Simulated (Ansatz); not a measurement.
Base system: ZnS in the wurtzite structure (space group P6_3mc, No. 186; a = 3.7822 Å, c = 6.2077 Å).

Calculations: PBEsol (Ansatz, a quantum-chemistry and plane-wave program; PAW; 420 eV plane waves; no spin-orbit coupling).

Strains are applied to the cell and any free atomic positions relax.

One change was made to it. Results:

```json
[
 {"quantity": "band gap", "base": "2.15 eV", "after": "1.92 eV"},
 {"quantity": "electron mass", "base": "0.16 mₑ along c, 0.18 mₑ across (at Γ)", "after": "0.15 mₑ along c, 0.17 mₑ across (at Γ)"},
 {"quantity": "width of the top valence band", "base": "2.23 eV", "after": "2.06 eV"},
 {"quantity": "pressure (mean of the normal stresses, compression positive)", "base": "0.00 GPa", "after": "-3.73 GPa"}
]
```

Problem. Which change produced these results?
(A) isotropic strain +3.00 %
(B) isotropic strain +0.60 %
(C) isotropic strain +1.20 %
(D) isotropic strain +1.80 %
(E) isotropic strain +2.40 %

Solution. D, isotropic strain +1.80 %. For comparison, the band gap in the other runs: isotropic strain +0.60 % gives 2.08 eV; isotropic strain +3.00 % gives 1.77 eV; isotropic strain +2.40 % gives 1.85 eV; isotropic strain +1.20 % gives 2.00 eV.

Effective masses come from finite differences of ±0.01 Å⁻¹. Whether these cells are dynamically stable was not tested.
